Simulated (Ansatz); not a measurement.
Start from AlAs in the zinc blende structure (space group F-43m, No. 216; a = 5.6747 Å).

The other end (x = 1) is GaAs in the zinc blende structure (space group F-43m, No. 216): 22.65 Å³/atom, gap 0.42 eV.

Computed with Kohn–Sham DFT with the PBEsol functional, run in Ansatz (an electronic-structure program) with PAW and 420 eV plane waves, no spin-orbit coupling.

Ga replaces a fraction x of Al; each row is one arrangement (x, atoms in the cell, starting space group or random), fully relaxed.

One change was made to it. Results:

The mean first-shell distances comes out as Al–As 2.455 Å (end compound 2.457 Å), Ga–As 2.457 Å (end compound 2.450 Å); the volume per atom decreases by 0.04 Å³ to 22.80 Å³; the band gap drops by 0.28 eV (1.34 eV → 1.06 eV).

**Question.** What was done to the base?
A) x(Ga) = 0.25, 8 atoms, P-4m2
B) x(Ga) = 0.75, 8 atoms, Amm2
C) x(Ga) = 0.25, 8 atoms, P-43m
D) x(Ga) = 0.667, 6 atoms, Imm2

**Answer.** C, x(Ga) = 0.25, 8 atoms, P-43m. For comparison, the band gap in the other runs: x(Ga) = 0.667, 6 atoms, Imm2 gives 0.89 eV; x(Ga) = 0.75, 8 atoms, Amm2 gives 0.64 eV; x(Ga) = 0.25, 8 atoms, P-4m2 gives 1.33 eV.

These are small ordered cells, not random alloys; other orderings at the same x differ. No phonon test of stability was made.
